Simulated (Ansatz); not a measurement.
Results of LDA in Ansatz (plane waves, PAW) for CaTiO3 (Pnma, No. 62).

Settings: plane-wave cutoff 520 eV, 6×6×6 k mesh, Fermi–Dirac smearing 0.01 eV, no spin polarisation, scalar-relativistic PAW data made under PBE.

The cell is scaled about its equilibrium volume:

Shape and atoms are relaxed at each volume.

```csv
V (Å³/atom),P (GPa),direct gap at Γ (eV)
10.253,8.98,2.494
10.467,4.25,2.465
10.680,0.00,2.435
10.894,-3.84,2.405
11.107,-7.29,2.372
```

A straight line through the gaps at Γ against ln V gives a volume deformation potential dE_g(Γ)/d ln V of -1.5 eV: the gap at Γ widens under compression.

Note: the relaxation could not lower the start's symmetry, so the cell can be a saddle point above a distorted one; the bulk modulus comes from volumes at which shape and atoms were relaxed.

Ansatz is a first-principles code.
